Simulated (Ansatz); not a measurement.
The reference is BN in the zinc blende structure (space group F-43m, No. 216).

```
BN
1.0
    0.00000     1.81234     1.81234
    1.81234     0.00000     1.81234
    1.81234     1.81234     0.00000
N B
1 1
Direct
  0.75000   0.75000   0.75000
  0.00000   0.00000   0.00000
```

All numbers come from PBE (Ansatz, a first-principles code), scalar-relativistic without spin-orbit coupling.

Base values:

| Quantity | Value |
|---|---|
| Electron mass | 0.91 mₑ along k, 0.30 mₑ across (at X) |
| Hole mass | 0.50, 0.53, 0.53 mₑ (at Γ) |
| Shortest interatomic distance | 1.570 Å |
| Density | 3.46 g/cm³ |
| Smallest direct gap | 8.79 eV |

The change: a negative pressure, −2 GPa.

What does the calculation give for the electron mass, hole mass, shortest interatomic distance, density and smallest direct gap after the change?

The electron mass goes from 0.91 mₑ along k, 0.30 mₑ across (at X) to 0.92 mₑ along k, 0.30 mₑ across (at X); the hole mass (degenerate bands, along [100]) is still 0.50, 0.53, 0.53 mₑ (at Γ); the shortest interatomic distance rises by 0.0029 Å (1.570 Å → 1.572 Å); the density drops by 0.02 g/cm³ (3.46 g/cm³ → 3.44 g/cm³); the smallest direct gap falls by 0.026 eV (8.79 eV → 8.77 eV).

Load acts through the strain it causes; cell and atoms are relaxed under it. Masses are band curvatures over ±0.01 Å⁻¹ around the edge. Along k means along the line from Γ to the band edge. No phonon test of stability was made.
